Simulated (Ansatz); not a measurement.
System: HfO₂ (P4₂/mnm, No. 136, 6 atoms in the cell; start mp-776532; a measured phase of this formula has another space group). Method: r²SCAN (plane waves, PAW; Ansatz, a program for electronic structure).

Numerical settings: plane-wave cutoff 560 eV, 8×8×10 k mesh (along the axes of the cell as run), Fermi–Dirac smearing 0.01 eV, scalar-relativistic PAW data made under PBE.

Cell (relaxed with PBEsol):

```cif
data_Hf2O4
_chemical_formula_sum 'Hf2 O4'
_space_group_name_H-M_alt 'P 1'
_space_group_IT_number 1
_cell_length_a 4.83010
_cell_length_b 4.83010
_cell_length_c 3.20990
_cell_angle_alpha 90.000
_cell_angle_beta 90.000
_cell_angle_gamma 90.000
loop_
_space_group_symop_operation_xyz
  'x, y, z'
loop_
_atom_site_label
_atom_site_type_symbol
_atom_site_fract_x
_atom_site_fract_y
_atom_site_fract_z
_atom_site_occupancy
Hf1 Hf 0.00000 0.00000 0.00000 1
Hf2 Hf 0.50000 0.50000 0.50000 1
O1 O 0.19498 0.80502 0.50000 1
O2 O 0.80502 0.19498 0.50000 1
O3 O 0.69498 0.69498 0.00000 1
O4 O 0.30502 0.30502 0.00000 1
```

Problem. What does this level give for the band gap?

Solution. 
band gap: 4.55 eV

Note: cell and atoms aren't relaxed at this level (pressure 1.6 GPa).

Spin–orbit coupling is not included.

Static lattice: no zero-point or thermal effects.

It cost very roughly 60 core-seconds of CPU time.

A start named mp-… is a Materials Project structure, which need not be a measured phase.
